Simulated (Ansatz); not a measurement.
Base system: Ti₃Al (space group P6_3/mmc, No. 194; a = 5.687 Å, c = 4.608 Å). Axes: x lies along a and z along c of the hexagonal cell.

Level of theory: PBEsol in Ansatz (plane waves to 420 eV, PAW, without spin-orbit coupling), earlier PAW set.

Before the change:

| Quantity | Result |
|---|---|
| Shortest interatomic distance | 2.793 Å |

Perturbation: strain tensor (xx, yy, zz, yz, xz, xy) = (−1.47, −0.40, +0.56, −1.52, −1.04, −1.61) %, atoms relaxed at fixed cell.

Question: How does this affect the largest internal atomic displacement?

Answer: The largest internal atomic displacement comes out as 0.054 Å.

Question: How does this affect the energy relative to the base?

Answer: The energy goes up by 9.8 meV/atom.

Question: Estimate the effect on the shortest interatomic distance.

Answer: The shortest interatomic distance decreases by 0.040 Å, from 2.793 Å to 2.753 Å.

Stability against distortions was not tested. All final runs are without spin polarisation.

Ansatz is an electronic-structure program.
